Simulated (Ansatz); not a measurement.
For MoRu3 (P6_3/mmc), PBEsol, DFPT electron-phonon coupling, linearised Boltzmann equation in Ansatz (a quantum-chemistry and plane-wave program) gives a transport coupling λ_tr = 0.632 and a Drude plasma energy ħω_p = 5.31 eV along y (a = (5.43, 0.00, 0.00) Å; b = (-2.72, 4.70, 0.00) Å; c = (0.00, 0.00, 4.31) Å).

Question: Estimate the resistivity at 300 K from the high-temperature formula ρ = 2π λ_tr k_B T / (ħ ε₀ ω_p²), and say how the full Boltzmann solution compares.

Answer: The scattering rate is 1/τ = 2π λ_tr k_B T/ħ = 1.56e14 s⁻¹ and ω_p = 8.07e15 s⁻¹, so ρ ≈ 27.1 μΩ·cm. The Boltzmann solution gives 24.9 μΩ·cm, 0.92 times the estimate.

A metal at this level (no band gap). Only scattering by harmonic phonons is included (no impurities, grain boundaries, electron-electron scattering or thermal expansion). Spin-orbit coupling is left out. The self-energy correction of the phonons between q points moved λ by about 4 %. Halving the electron mesh (20x20x20) moves the resistivity by up to 4 % at 300 K, the coupling by up to 1 %. Smearing 0.20 eV; phonons on a 3x3x3 q mesh, which this run doesn't test.

Computed structure with no diffraction record at hand here (it may be known, metastable or hypothetical): MoRu3 (P6_3/mmc).
